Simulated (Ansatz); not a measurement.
The parent structure is Nb₂C (space group Pnma, No. 62; a = 10.868 Å, b = 3.074 Å, c = 4.947 Å; a cell from a computed database, its experimental status unchecked).

Level of theory: Ansatz (an electronic-structure program), PBEsol, PAW, cutoff 420 eV, no SOC.

Before the change:

```
Quantity   Result
--------  -------
Pressure  0.0 GPa
Band gap     zero
```

Now apply this change: an isotropic linear strain of −2.62 %, atoms relaxed at fixed cell.

**Question.** Predict the new pressure.

**Answer.** The pressure (mean of the normal stresses, compression positive) goes from zero to 22.5 GPa.

**Question.** How does this affect the largest internal atomic displacement?

**Answer.** The largest internal atomic displacement amounts to 0.026 Å.

**Question.** Estimate the effect on the energy relative to the base.

**Answer.** The energy rises by 69 meV/atom.

**Question.** What happens to the band gap?

**Answer.** The band gap remains zero.

Whether these cells are dynamically stable was not tested. All final runs are without spin polarisation.
